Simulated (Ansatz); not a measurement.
The parent structure is WSi2 (space group I4/mmm, No. 139; a = 3.212 Å, c = 7.804 Å).

Structures relaxed with DFT with r2SCAN, PAW potentials and a 500 eV plane-wave cutoff in Ansatz (a first-principles code), no SOC.

Base:

Simulated powder pattern, Cu Kα, λ = 1.54184 Å (kinematic, ideal powder, no thermal factors, no anomalous dispersion; the 8 strongest lines at most, above 2 %, up to 2θ = 90°):

```json
[
 {"2θ (°)": "22.79", "I/Imax (%)": "49", "hkl": "(002)"},
 {"2θ (°)": "30.09", "I/Imax (%)": "100", "hkl": "(101)"},
 {"2θ (°)": "39.69", "I/Imax (%)": "59", "hkl": "(110)"},
 {"2θ (°)": "44.84", "I/Imax (%)": "84", "hkl": "(103)"},
 {"2θ (°)": "46.26", "I/Imax (%)": "33", "hkl": "(112)"},
 {"2θ (°)": "57.38", "I/Imax (%)": "20", "hkl": "(200)"},
 {"2θ (°)": "66.16", "I/Imax (%)": "23", "hkl": "(211)"},
 {"2θ (°)": "75.63", "I/Imax (%)": "37", "hkl": "(213)"}
]
```

One thing is altered: full substitution W → S; the structure is relaxed again.

Where do the lines fall after the change?


Simulated powder pattern, Cu Kα, λ = 1.54184 Å (kinematic, ideal powder, no thermal factors, no anomalous dispersion; the 8 strongest lines at most, above 2 %, up to 2θ = 90°):

| 2θ (°) | I/Imax (%) | hkl |
|---|---|---|
| 27.07 | 100 | (101) |
| 36.20 | 95 | (110) |
| 37.71 | 31 | (004) |
| 52.12 | 31 | (200) |
| 53.27 | 43 | (114) |
| 54.76 | 37 | (105) |
| 66.10 | 22 | (204) |
| 78.99 | 25 | (215) |

The indices refer to each structure's own conventional cell; one index is shown for lines that coincide.

Stability against distortions was not tested. As relaxed here, Si2S is a hypothetical phase, not in the database extracts checked. All final runs are without spin polarisation.
